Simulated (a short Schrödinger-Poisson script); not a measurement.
Stack: MOS inversion layer, SiO2 on p-type Si(100), at 300 K.

From the gate side: 3.4 nm SiO2; 1400 nm Si, acceptors 8.9e16 cm⁻³.

Constants are typed, rounded textbook-type inputs, not results; the design itself was drawn at random and stands for no fabricated device. SiO2: permittivity 3.9, conduction-band edge (eV) 3.15, gap (eV) 9, electron mass (mₑ) 0.5. Si: permittivity 11.7, conduction-band edge (eV) 0, gap (eV) 1.124, Nv at 300 K (cm⁻³) 3.1e19.

Channel valleys (confinement mass, in-plane density-of-states mass, number): Δ2 0.916, 0.19, 2; Δ4 0.19, 0.417, 4. At the gate the conduction-band edge of layer 1 lies 3.52 eV − eVg above the Fermi level of the channel; the field vanishes at the back. Gaps are held at their typed values at every temperature. Mesh 0.03 nm at interfaces.

Solved with a short Schrödinger-Poisson script written for these runs: 1D Poisson equation in equilibrium, electrons quantum, Hartree (BenDaniel-Duke, 12 states a valley, the channel's in-plane mass for all, wave functions ending at the dielectric), parabolic valleys, classical holes, full ionisation, no traps, pinning or gate leakage.

```tsv
Vg (V)	electrons (cm⁻²)	C (μF/cm²)	Δ2 E0 (meV from the Fermi level)	Δ4 E0 (meV from the Fermi level)
0.45	5.48e10	0.284	136.7	171.1
0.6	5.06e11	0.670	75.6	115.0
0.75	1.18e12	0.774	49.7	94.8
0.9	1.93e12	0.818	33.5	83.9
1.05	2.70e12	0.843	21.3	76.8
1.2	3.50e12	0.859	11.5	71.5
1.35	4.31e12	0.871	3.1	67.4
1.5	5.13e12	0.880	-4.3	64.0
1.65	5.95e12	0.887	-11.1	61.1
1.8	6.79e12	0.892	-17.4	58.5
1.95	7.62e12	0.897	-23.2	56.3
2.1	8.47e12	0.901	-28.8	54.2
2.25	9.31e12	0.904	-34.1	52.2
2.4	1.02e13	0.907	-39.3	50.4
2.55	1.10e13	0.909	-44.2	48.7
2.7	1.19e13	0.912	-49.1	47.0
```

Gate voltages with under 1e9 electrons/cm² are left out.

Problem. At Vg = 2.7 V the lowest Δ2 subband lies at -49.1 meV from the Fermi level. How many electrons does it hold, and what share of all?

Solution. The two-dimensional density of states is g m/(πħ²) = 1.59e11 cm⁻² meV⁻¹ (both spins), kT = 25.9 meV, so n = D kT ln(1 + exp(−E/kT)) = 8.36e12 cm⁻², 0.70 of the 1.19e13 cm⁻² in all.

Problem. Compare the slope of the sheet density between 2.4 and 2.7 V with the geometric capacitance of the layers between gate and channel.

Solution. q Δn/ΔV = 0.908 μF/cm²; ε0/Σ(t/ε) = 1.02 μF/cm². The ratio is 0.89: the channel acts as a further capacitance in series.
